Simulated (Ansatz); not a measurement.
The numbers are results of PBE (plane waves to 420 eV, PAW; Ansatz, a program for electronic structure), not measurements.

Electrostatic potential energy of an electron, averaged over planes parallel to the surface, in eV from the Fermi level, for NH2 on the 1x1 (111) surface of fcc Ni, ferromagnetic, one in a 2x2 cell, started at the site 'bridge Ni-Ni (span 2.5 Å)':

```tsv
z (Å)	V (eV)
5.38	5.07
5.67	5.07
5.95	5.07
6.23	5.06
6.52	5.06
6.80	5.05
7.08	5.02
7.37	4.97
7.65	4.86
7.93	4.63
8.22	4.16
8.50	3.16
8.78	1.04
9.07	-5.02
9.35	-14.26
9.63	-20.24
9.92	-19.00
10.20	-11.39
10.48	-3.01
10.77	-0.51
11.05	-4.84
11.33	-13.79
11.62	-20.14
11.90	-19.53
12.18	-12.33
12.47	-3.63
12.75	-0.34
13.03	-3.54
13.32	-12.16
13.60	-19.39
13.88	-20.12
14.17	-13.87
14.45	-4.94
14.73	-0.50
15.02	-2.75
15.30	-10.43
15.58	-18.10
15.87	-20.08
16.15	-15.09
16.43	-6.47
16.72	-0.43
17.00	0.48
17.28	-0.16
17.57	-0.13
17.85	-0.04
18.13	1.03
18.42	2.53
18.70	2.99
18.98	3.17
19.27	3.24
19.55	3.27
19.83	3.28
20.12	3.28
20.40	3.29
20.68	3.29
20.97	3.29
21.25	3.29
21.53	3.29
21.82	3.29
22.10	3.29
22.38	3.29
```

Set-up: 19 atoms, 6.0 Å thick at the start under the adsorbate (thin: gaps and levels are the slab's own); mesh 7x7x1; 0.1 eV smearing; dipole correction on; 8 atoms held, the rest relaxed; held to the start's symmetry, so lower structures may exist; spin-polarised, no spin-orbit, no U, no dispersion correction. At the end it is bonded to 2 Ni. In PBE it is, or lies within 0.03 eV of, the lowest of the starts that converged.

Q: The surface cell has an area of 21.45 Å². What dipole along the normal does the step between the two vacuum levels imply?

A: the top vacuum level lies 1.78 eV below the bottom one; p = −ε₀ A ΔV (ε₀ = 0.005526 e/(V·Å)) gives 0.21 e·Å a cell.
